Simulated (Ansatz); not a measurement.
Take YN in the rock salt structure (space group Fm-3m, No. 225; a = 4.8198 Å) as the base.

Computed with DFT with LDA, PAW potentials and a 420 eV plane-wave cutoff in Ansatz (a program for electronic structure), no SOC.

Base values:

| Quantity | Result |
|---|---|
| Pressure | 0.0 GPa |

Modification: the cell is scaled by 0.9950 in all directions, atoms relaxed at fixed cell.

**Question.** What happens to the energy relative to the base and pressure?

**Answer.** The energy increases by 1.9 meV/atom; the pressure goes from zero to 2.8 GPa.

A case with no gap was solved on a k-mesh chosen for an insulator, which is coarse for it. The cells carry an imposed strain or load. Whether these cells are dynamically stable was not tested. All final runs are without spin polarisation. Gaps under 0.05 eV, about the width of the smearing, are given as zero.
